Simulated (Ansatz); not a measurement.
Consider Lu in the hcp (Mg type) structure (space group P6_3/mmc, No. 194; a = 3.506 Å, c = 5.482 Å; relaxed with 0.1 eV smearing). Axes: x lies along a and z along c of the hexagonal cell.

The values are results of PBE (Ansatz, a first-principles code), no spin-orbit coupling, not measurements.

For the base:

- Pressure: 0.0 GPa
- Volume per atom: 29.18 Å³

The change: compressive biaxial strain of 2.50 % in the plane normal to [001], as in epitaxy on a mismatched substrate; the out-of-plane cell vector and the atoms relax.

Problem. What does the calculation give for the pressure after the change?

Solution. The pressure (mean of the normal stresses, compression positive) goes from zero to 1.9 GPa.

Problem. Predict the new volume per atom.

Solution. The volume per atom decreases by 1.08 Å³, from 29.18 Å³ to 28.10 Å³.

Whether these cells are dynamically stable was not tested.
